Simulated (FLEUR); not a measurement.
# Equation of state of hcp Sc (space group 194): energy against volume (FLEUR, LDA)

```
Sc
1.0
    3.10913     0.00000     0.00000
   -1.55457     2.69259     0.00000
    0.00000     0.00000     4.95019
Sc
2
Direct
  0.66667   0.33333   0.75000
  0.33333   0.66667   0.25000
```

Level of theory: LDA (Perdew-Zunger), all-electron FLAPW (FLEUR), scalar-relativistic valence (FLEUR). Settings: Kmax = 4.33 1/bohr; GmaxXC = 15.2 1/bohr; xcFunctional = pz; jspins = 1; l_soc = F; mode = hist; fermiSmearingEnergy = 0.00183747 Htr; mesh (inpgen div1-3) = 24 24 14; inpgen gamma flag = true; Gmax = 15.2 1/bohr; numbands = 0; maxIterBroyd = 99; imix = Anderson; alpha = 0.05; precondParam = 0; minDistance = 1e-05 me/bohr^3. The cell above is the first row's. The rows scale it uniformly. In all rows fractional positions and the k mesh are held. E is the free energy at the stated smearing, counted from the lowest row.

| V (Å^3/atom) | E (meV/atom) |
|---|---|
| 20.7205 | 36.06 |
| 21.1710 | 20.53 |
| 21.6214 | 9.57 |
| 22.0719 | 2.85 |
| 22.5223 | 0.00 |
| 22.9728 | 0.71 |
| 23.4232 | 4.69 |
| 23.8736 | 11.67 |
| 24.3241 | ? |

Q: Using the third-order Birch-Murnaghan form, a cubic in V^(-2/3), estimate the missing E at V = 24.3241 from the other rows, showing the fit.

A: With u = V^(-2/3) - 0.126, the rows have u = 0.006556, 0.004669, 0.002848, 0.001089, -0.000611, -0.002256, -0.003847, -0.005389. Least squares gives E = 0.609 + 1378.8·u + 626784·u² - 1861972·u³. Residuals (row less fit): -0.004, 0.009, -0.007, -0.001, -0.001, 0.000, 0.003, -0.003; standard error 0.006 (degrees of freedom: 4). Its minimum lies at u = -0.001095, so V0 = (0.124905)^(-3/2) = 22.65. There d²E/du² = 1266000 and d³E/du³ = -1.117e7, so B0 = (4/9) × 22.65^(-7/3) × 1266000 × 0.160218 = 62.1 GPa (the last factor turns the table's units into GPa), and B0' = 4 + (2/3) × 0.124905 × (-1.117e7)/1266000 = 3.3. At the withheld row, u = -0.006883, so E = 0.609 + 1378.8 × (-0.006883) + 626784 × (-0.006883)² - 1861972 × (-0.006883)³ = 21.420 meV/atom. The calculation gives 21.40 meV/atom, 0.020 meV/atom below the prediction (0.1 % of the range of E in the table). The row lies outside the fitted rows, so this is an extrapolation. From the scatter of the fitted rows alone, a prediction at this place has a standard error of 0.016 meV/atom, so the miss is 1.3 times that.

Carrying the step between the two nearest rows on in a straight line would have given 18.65, off by 2.75; series whose last step already gives the withheld value aren't shown. The reference cell has the volume at which an earlier scan in this program and functional put its minimum by a fit (its basis settings may differ); axis ratios and inner coordinates come from a measured-size cell. The runs keep the symmetry of the cell, so they don't test it for distortions. Values depend on the basis (sphere radii, cutoffs, local orbitals), which need not be converged. The shape of the cell and the inner coordinates aren't relaxed, so V0 and B0 belong to this uniform scaling; a relaxed crystal lies no higher in energy and is usually softer. Cutoffs and mesh are single choices, not tested for convergence of this quantity. Series with a scatter that would blur these digits, or in which a gap closes, are not shown. Nor are scans whose minimum lies at an end fitted in this form.
